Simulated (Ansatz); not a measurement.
## WSi2: pressure series

Base system: WSi$_{2}$ (space group P6_222, No. 180; a = 4.576 Å, c = 6.603 Å; a cell from a computed database, its experimental status unchecked).

Cell and atoms are relaxed at each pressure.

Computed with plane-wave PAW DFT at the PBEsol level (Ansatz, a program for electronic structure, 420 eV), without spin-orbit coupling.

| pressure (GPa) | volume per atom (Å³/atom) |
|---|---|
| -1 | 13.362 |
| 0 | 13.305 |
| 0.3 | 13.288 |
| 0.7 | 13.265 |
| 1.5 | ? |
| 3 | 13.141 |
| 5 | 13.036 |
| 7.5 | 12.913 |
| 10 | 12.794 |

Fit the third-order Birch–Murnaghan form P(V) = (3B₀/2)[(V₀/V)^(7/3) − (V₀/V)^(5/3)]·[1 + (3/4)(B₀′ − 4)((V₀/V)^(2/3) − 1)] (squares taken in P) to the rows shown and predict the withheld row.

Least squares on the printed values gives V₀ = 13.305 Å³/atom, B₀ = 235 GPa, B₀′ = 4.2; this predicts 13.221 Å³/atom, and the run gives 13.221 Å³/atom, in agreement.

The mesh was chosen for an insulator and is coarse for the gapless case. Load acts through the strain it causes; cell and atoms are relaxed under it. Whether these cells are dynamically stable was not tested. No other phases were tried under pressure. The final runs are not spin-polarised.
